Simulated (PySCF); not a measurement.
PySCF 2.14.0, PBE/def2-svp, df: Ta(Cl)2(Br)3 ([Cl][Ta]([Cl])([Br])([Br])[Br]), 6 atoms. The geometry is a generated start, not checked to be a minimum at this level.

```json
{
  "task": "energy",
  "method": "pbe",
  "basis": "def2-svp",
  "two_electron_scheme": "density fitting",
  "mol.max_memory": "3000 MB",
  "mf.max_cycle": "100",
  "mf.init_guess": "minao (default)",
  "mf.DIIS": "CDIIS (default)",
  "mf.conv_tol": "1e-09 (default)",
  "mf.grids.level": "3 (default)",
  "effective_core_potentials": "those of the basis set, past Kr",
  "basis_functions": "164",
  "grid_points": "123040"
}
```

```xyz
6

Ta    -0.0017    -0.0055     0.0013
Cl     1.7161    -0.3509     1.4289
Cl    -1.7084     0.3573    -1.4359
Br     0.3188     2.4383     0.1859
Br     1.1839    -1.2678    -1.7512
Br    -1.5087    -1.1713     1.5711
```

Charge 0 and multiplicity 1 are set for this test and not shown to be the ground state.

One run each on 2 threads, 1 BLAS thread. Values of diis_space tried: 3, 5, 8 (default), 12, 20.

Problem. Which value of diis_space needs the fewest Fock builds, and what happens away from it?

Solution. Fewest Fock builds, within one of each other: 5 with 16, 8 (default) with 15, 12 with 15, 20 with 15. The count rises to 34 at 3. All converge to one solution.

```csv
diis_space,Fock builds,end
3,34,same solution
5,16,same solution
8 (default),15,same solution
12,15,same solution
20,15,same solution
```
